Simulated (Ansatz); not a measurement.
Results of PBE (PAW; Ansatz, a program for electronic structure) for fluorite HfO2 (high-temperature phase).

Run with plane-wave cutoff 520 eV, 8×8×8 k mesh, perturbation theory, scalar-relativistic PAW data made under PBE.

Computed at the level's own relaxed cell.

HfO2 is modelled in the cubic space group Fm-3m (No. 225), the fluorite structure, Pearson symbol cF12. Conventional cell: a = b = c = 5.0973 Å, α = β = γ = 90.00°. Hf on 4a has 8 O at 2.207 Å (cubic). O on 8c is coordinated by 4 Hf at 2.207 Å (tetrahedral). (Neighbours: up to the widest gap in distance over summed covalent radii, below 1.35, at either atom; cation-cation and far metal-metal contacts left out.)
(The calculation used a cell of 3 atoms; values per cell refer to that cell.)

Harmonic phonon frequencies (cm⁻¹; i marks an imaginary mode; at Γ without the LO shift):

```csv
q point,frequencies
Γ,0 0 0 217 217 217 564 564 564
X,230i 90 90 249 286 286 547 547 677
U,126i 87 144 204 314 350 521 559 655
L,82 82 184 389 389 489 498 498 574
```

Imaginary modes appear, so the structure is dynamically unstable at this level.

Note: symmetry holds this phase in the static calculation, where it need not be a minimum; the run finds an imaginary mode (230i cm⁻¹), so the cell is a saddle point at this level.
